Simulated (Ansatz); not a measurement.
Start from SnO₂ in the rutile structure (space group P4_2/mnm, No. 136; a = 4.769 Å, c = 3.212 Å).

Computed with PBEsol, PAW, 420 eV (Ansatz, a program for electronic structure; without spin-orbit coupling).

Before the change:

* **Lattice parameter a**: 4.769 Å
* **Band gap**: 0.92 eV

Modification: a hydrostatic pressure of 0.7 GPa.

Predict the new lattice parameter a and band gap.

The lattice parameter a drops by 0.007 Å (4.769 Å → 4.762 Å); the band gap goes up by 0.04 eV, from 0.92 eV to 0.96 eV.

Load acts through the strain it causes; cell and atoms are relaxed under it. Stability against distortions was not tested. The base started in Imma and relaxed to P4_2/mnm at this level.
